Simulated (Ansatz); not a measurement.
**LuPt₃ (Pm-3m, No. 221)**

These are r²SCAN (Ansatz, an electronic-structure program, plane waves, PAW) values and carry that method's errors.

Numerical settings: plane-wave cutoff 560 eV, 14×14×14 k mesh, Fermi–Dirac smearing 0.05 eV, scalar-relativistic PAW data made under PBE.

Cell: relaxed at this level.

For LuPt₃ (Pm-3m, No. 221), the band gap comes out as zero (no gap), the lattice parameter a comes out as 4.052 Å and the bulk modulus comes out as 202 GPa.

Note: the bulk modulus is −V dP/dV from two relaxed cells at ±2 % in volume.

Spin–orbit coupling is not included.

Computed values are for the static lattice.

Computing time: around 4 core-minutes (rough).
